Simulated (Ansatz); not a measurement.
Ansatz (an electronic-structure program) run on RbCrSe₂ (R3m, 4 atoms in the cell): self-consistent single point.

Computed with PBEsol, default PAW files made with PBE (plane waves; Ansatz).

```
RbCrSe2
1.0
    1.93697     1.11831     7.78303
   -1.93697     1.11831     7.78303
    0.00000    -2.23662     7.78303
Rb Cr Se
1 1 2
Direct
  0.16806   0.16806   0.16806
  0.99775   0.99775   0.99775
  0.38859   0.38859   0.38859
  0.60744   0.60744   0.60744
```
Moments meant for the start (each program seeds them in its own way; μB, in the order of the atoms Rb Cr Se Se): 0.0 3.0 0.0 0.0.

Reference input (self-consistent single point, DFT, PBEsol, plane waves, default PAW files made with PBE): basis.ecutwfc = 420 eV; kpoints.mp_grid.grid = 6 6 6; hamiltonian.xc = pbesol; hamiltonian.pseudopotentials = {kind: paw} (the program's default PAW files); magnetization.spin_polarized = true; scf.occupations.method = fermi_dirac; scf.occupations.width = 0.05 eV. This run's input differs from it in these lines:

```diff
@@ -24,3 +24,3 @@
     method: fermi_dirac
-    width: 0.05
+    width: 1.0
 output:
```

Log, with long lists cut:

```
SCF iter   1: F=—  HF=-17425.319641 eV  |F-HF|=—  |Δ(HF+E_count)|=         —  Δρ=8.21e-2 (↑8.21e-2 ↓4.06e-2)  dr2=2.61e1  dr2_m=2.79e0  M=0.879 μB ∫|m|=0.974 μB  β_m=0.30  ethr=3.10e-3  ⟨swp⟩=9.2  Hψ=16484  notcnv=0
Mixer restart at iter 1: flushing history
all-band conjugate gradients solve this SCF's bands
preconditioner: auto → Kerker (q_TF=auto, 2.465 Å⁻¹)
spin=Collinear: Kerker preconditioning applied to the charge; magnetization (m = ρ↑ − ρ↓) channel mixes plain (no charge-response kernel on spin).
   [... lines left out ...]
SCF iter  14: F=—  HF=-17421.466626 eV  |F-HF|=—  |Δ(HF+E_count)|=   3.00e-8  Δρ=1.65e-6 (↑1.65e-6 ↓1.16e-6)  dr2=2.11e-8  dr2_m=1.29e-10  M=-0.000 μB ∫|m|=0.000 μB  β_m=0.96  ethr=5.87e-10  ⟨swp⟩=2.8  Hψ=5805  notcnv=0
SCF iter  15: F=-17421.466626 eV  HF=-17421.466626 eV  |F-HF|=5.84e-9  |Δ(HF+E_count)|=  6.40e-10  Δρ=8.94e-7 (↑8.20e-7 ↓8.94e-7)  dr2=7.09e-9  dr2_m=1.55e-12  M=-0.000 μB ∫|m|=0.000 μB  ethr=3.83e-11  ⟨swp⟩=4.5  Hψ=11064  notcnv=0
SCF 1 converged in 15 iterations: F = -17421.466626 eV  dr2 = 7.09e-9
WARN: the starting moments were not kept: the SCF closed with an absolute magnetisation of 5.3e-6 μB, where they sum to 3 μB in size (1 site) …
Magnetization: -0.0000 μB (27.5000 up, 27.5000 down)
   [... lines left out ...]
Absolute magnetization: 0.0000 μB (∫|ρ↑−ρ↓|, with the PAW one-centre terms)
Free energy (F): -17421.466626 eV
Fermi energy:    8.603627 eV
   [... lines left out ...]
  atom   4  Se     0.00000000     0.00000000     0.28185269
--- Stress (GPa, compression-positive) ---
       -0.280783       0.000000       0.000000
        0.000000      -0.280783      -0.000000
        0.000000      -0.000000      -0.181111
  P = ⅓ Tr σ = -0.2476 GPa (-2.476 kbar)
  The stress holds the Pulay correction. Without it, at fixed plane waves, as pw.x and ABINIT print it: P = -0.2624 GPa
```

The run converged in 15 iterations. Against the reference run the free energy goes down by 977 meV/atom, the pressure goes from -3.07 to -0.25 GPa, the largest force goes from 0.411 to 0.282 eV/Å and the size of the net moment goes from 0.75 to 0.00 μB/atom.

The starting cell comes from a database of computed structures (which also holds hypothetical and non-ambient phases and stackings), without a prior relaxation at this level. Its lattice was rescaled by up to half a per cent. One atom was moved a little off its site on purpose. The starting moments vanished: the run ended non-magnetic, which need not be the lowest state. The program warned that a starting moment was not kept. Ansatz's pressure includes its estimate of the finite-basis (Pulay) stress.

Cost on one core of a shared machine: roughly 50 s.

Keys are those of Ansatz 0.2.
